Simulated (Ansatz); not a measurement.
**A constructed model of the (0001) surface of hcp Re, a pseudomorphic layer of Ga in the host's stacking (bottom of the slab: a bare face, its two planes held)**

The numbers are results of PBE (plane waves to 420 eV, PAW; Ansatz, an electronic-structure program), not measurements.

Model: 7-atom slab, 13.6 Å thick at the start, 15x15x1 mesh, Fermi-Dirac 0.1 eV, dipole correction, 2 atoms held, the rest relaxed; start symmetry kept, larger cells not searched; no spin, no spin-orbit, no U. It is one candidate, not shown to be the stable structure of the face.

```yaml
work_function_of_the_top_face: 4.19 eV
energy_released_by_relaxation: 0.079 eV
cost: about 2.4 core-minutes (a rough figure)
```
